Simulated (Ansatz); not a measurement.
Structures of equal composition on the (0001) surface of hcp Ru: a pseudomorphic layer of Co in the host's stacking; a pseudomorphic layer of Co in the other hollow. The slabs share one bottom face, and each structure is named by its start. These are constructed structures in small cells; real faces may alloy, dewet or reconstruct in larger ones, and not all known structures of the face are among them. Slabs of about 11 Å, Fermi-Dirac smearing of 0.1 eV. Bottom of the slabs: a bare face, its two planes held. Relaxed from the named starts with such symmetry as they have, on meshes of like density; energies extrapolated to zero smearing; spin only where a row says so; no spin-orbit coupling, no U. Brackets mark spin-polarised runs, whose order is one that fits the cell.

Method: PBE (plane waves to 420 eV, PAW; Ansatz, an electronic-structure program).

Problem. Put the candidates in order of energy per 1x1 cell, lowest first, for PBE.

Solution. a pseudomorphic layer of Co in the host's stacking (0.000 eV [spin, 1.6 μB a cell]), a pseudomorphic layer of Co in the other hollow (0.135 eV [spin, 1.8 μB a cell])
